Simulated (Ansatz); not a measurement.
The parent structure is SbP in the rock salt structure (space group Fm-3m, No. 225; a = 5.600 Å; a hypothetical phase, not in the database extracts checked; relaxed with 0.1 eV smearing). Axes: x, y, z lie along the cube axes.

Method: r2SCAN (Ansatz, a first-principles code), no spin-orbit coupling.

A first run, uniaxial strain ε_xx = −1.29 %, gives secant values C11 ≈ 200 GPa and C12 ≈ 24 GPa from its stress. A second run applies biaxial strain +0.89 %, plane normal [001], relaxed out of plane.

**Question.** What does linear elasticity predict for −ε⊥/ε∥ in the second run, and what does the run give?

**Answer.** Linear elasticity: 2 C12/C11 = 0.24. The run gives 0.24; any difference comes from nonlinear terms at these strains and numerical noise.

Stability against distortions was not tested. The final runs are not spin-polarised.
